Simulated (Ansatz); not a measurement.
Y on the Hf site + O vacancy (Y_Hf+V_O) in monoclinic HfO2 (start: the Hf site; O(1,3-fold) 2.15 Å away; 96-site cell, 2×2×2 shifted sampling). All values below come from PBE, PAW (plane waves to 420 eV; Ansatz, a first-principles code). Total energies of the localised charge states, counted from that of charge +1, and their image corrections (point charge with alignment); the host's valence-band maximum lies at 13.691 eV on the cells' energy zero and its gap is 4.04 eV.

| charge | moment (μB) | E − E(first) (eV) | correction (eV) |
|---|---|---|---|
| +1 | not spin-polarised | 0.000 | -0.085 |
| 0 | 1.0 | 16.488 | 0.000 |

Derive the transition levels above the valence-band maximum and say which of them are thermodynamic.

A level is the Fermi energy at which two charges have equal formation energy: ε(q/q′) = [E(q′) + corr(q′) − E(q) − corr(q)] / (q − q′) − E_VBM.
ε(+1/0) = [(16.488 + 0.000) − (0.000 + -0.085)] / 1 − 13.691 = 2.88 eV
Thermodynamic levels at least 0.1 eV inside the gap: (+1/0) at 2.88 eV. They hold to tenths of an eV in this cell. Only the charges listed were compared. The geometries come from one start. Flagged in the runs: a host whose relaxation on this sampling wasn't shown to rest, a strain field that reaches the edge of the cell.
